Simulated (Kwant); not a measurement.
Computed with Kwant: Hückel tight-binding model, one pz orbital an atom, one spin, coherent transport at 0 K. Conductance is in e²/h.

Device: π system c1ccc2ncccc2c1 between two chain leads. The π system is taken as planar. Atoms are numbered from 0 in the order of the SMILES. Site energies (eV, carbon 0): [0.0, 0.0, 0.0, 0.0, -1.5, 0.0, 0.0, 0.0, 0.0, 0.0]. Bonds (i, j, β in eV): (0,1,-3) (1,2,-3) (2,3,-3) (3,4,-3) (4,5,-3) (5,6,-3) (6,7,-3) (7,8,-3) (8,9,-3) (9,0,-3) (8,3,-3). Leads: chains of hopping −4.5 eV, joined by −0.6 eV to atoms 1 and 2.

Site energies and bond integrals are typed Hückel values.

Sweep values stay those of the base run.

One input was changed, with this effect: transmission at E = 0 0.0013 → 3.5e-5.

Problem. Which change was it?
A. contacts moved from atoms [1, 2] to [0, 7]
B. contacts moved from atoms [1, 2] to [1, 6]
C. contacts moved from atoms [1, 2] to [0, 6]
D. contacts moved from atoms [1, 2] to [1, 5]
E. contacts moved from atoms [1, 2] to [0, 2]
F. contacts moved from atoms [1, 2] to [6, 7]

Solution. D, contacts moved from atoms [1, 2] to [1, 5]
